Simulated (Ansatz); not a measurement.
Ansatz (a first-principles code) run on CuZn (Pm-3m, 2 atoms in the cell): self-consistent single point.

Method: PBEsol, PAW files made with PBE (plane waves; Ansatz).

```
CELL_PARAMETERS angstrom
      2.99779     0.00000     0.00000
      0.00000     2.99779     0.00000
      0.00000     0.00000     2.99779
ATOMIC_POSITIONS crystal
  Zn 0.50000 0.50000 0.50000
  Cu 0.00000 0.00000 0.00000
```

Reference input (self-consistent single point, DFT, PBEsol, plane waves, PAW files made with PBE): basis.ecutwfc = 420 eV; kpoints.mp_grid.grid = 7 7 7; kpoints.mp_grid.shift = 0.5 0.5 0.5; hamiltonian.xc = pbesol; hamiltonian.pseudopotentials = {kind: paw} (an earlier, softer set of the program's PAW files); scf.occupations.method = cold; scf.occupations.width = 0.1 eV. This run's input differs from it in these lines:

Ansatz 0.2 input:
```diff
@@ -9,3 +9,3 @@
 basis:
-  ecutwfc: 420.0 eV
+  ecutwfc: 250.0 eV
 kpoints:
```

Log, with long lists cut:

```
SCF iter   1: F=—  HF=-9869.864911 eV  |F-HF|=—  |Δ(HF+E_count)|=         —  Δρ=3.13e-1  dr2=1.71e1  ethr=3.10e-3  ⟨swp⟩=5.1  Hψ=1832  notcnv=0
all-band conjugate gradients solve this SCF's bands
preconditioner: auto → none
SCF iter   2: F=—  HF=-9867.470133 eV  |F-HF|=—  |Δ(HF+E_count)|=    2.39e0  S|Δr|=    0.00e0  Δρ=7.95e-2  dr2=1.37e0  ethr=3.10e-3  ⟨swp⟩=2.0  Hψ=945  notcnv=0  defer=10
   [... lines left out ...]
SCF iter   6: F=—  HF=-9867.247460 eV  |F-HF|=—  |Δ(HF+E_count)|=   5.31e-5  S|Δr|=    0.00e0  Δρ=1.35e-4  dr2=3.01e-6  ethr=4.95e-7  ⟨swp⟩=2.3  Hψ=594  notcnv=0  defer=11
SCF iter   7: F=—  HF=-9867.247386 eV  |F-HF|=—  |Δ(HF+E_count)|=   7.38e-5  S|Δr|=    0.00e0  Δρ=3.87e-5  dr2=2.80e-7  ethr=9.71e-9  ⟨swp⟩=1.1  Hψ=398  notcnv=0  defer=11
SCF iter   8: F=-9867.247386 eV  HF=-9867.247386 eV  |F-HF|=3.09e-11  |Δ(HF+E_count)|=   4.38e-8  S|Δr|=    0.00e0  Δρ=8.08e-7  dr2=4.82e-11  ethr=3.23e-10  ⟨swp⟩=6.7  Hψ=1573  notcnv=0
SCF 1 converged in 8 iterations: F = -9867.247386 eV  dr2 = 4.82e-11
Stability not checked (fill_not_monotonic)
Free energy (F): -9867.247386 eV
Internal energy: -9867.245687 eV  (E = F + TS)
E sigma→0 (E₀):  -9867.246820 eV
Entropy (-TS):   -0.001699 eV (-0.850 meV/atom)
Fermi energy:    12.968356 eV
--- Forces (eV/Å), atoms counted from 1 ---
  atom   1  Zn     0.00000000    -0.00000000     0.00000000
  atom   2  Cu    -0.00000000     0.00000000    -0.00000000
--- Stress (GPa, compression-positive) ---
       -8.169598       0.000000       0.000000
        0.000000      -8.169598       0.000000
        0.000000       0.000000      -8.169598
  P = ⅓ Tr σ = -8.1696 GPa (-81.696 kbar)
  The stress holds the Pulay correction. Without it, at fixed plane waves, as pw.x and ABINIT print it: P = -108.9399 GPa
```

The run converged in 8 iterations. Against the reference run the free energy rises by 1.27 eV/atom and the pressure goes from -9.97 to -8.17 GPa.

The starting cell has typed, rounded lattice constants, without a prior relaxation at this level. Its lattice was rescaled by a random factor within 2.5 % of one. Spin polarisation is off. Ansatz's pressure includes its estimate of the finite-basis (Pulay) stress. Without the estimate this run gives -108.94 GPa. The cutoff lies below the one recommended for these files.
